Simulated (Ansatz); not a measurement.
Take Ga₂O₃ in the corundum structure (space group R-3c, No. 167; a = 5.058 Å, c = 13.624 Å (hexagonal axes)) as the base.

All numbers come from PBE, PAW, 420 eV (Ansatz, a program for electronic structure; no spin-orbit coupling), earlier PAW set.

One change was made to it. Results:

The c/a ratio falls by 0.032, from 2.694 to 2.662; the density increases by 0.60 g/cm³ to 6.79 g/cm³.

What was done to the base?
A) pressure 0.9 GPa
B) pressure 22.5 GPa
C) pressure 9 GPa

B, pressure 22.5 GPa. For comparison, the c/a ratio in the other runs: pressure 0.9 GPa gives 2.692; pressure 9 GPa gives 2.681.

Load acts through the strain it causes; cell and atoms are relaxed under it. Whether these cells are dynamically stable was not tested. No other phases were tried under pressure.
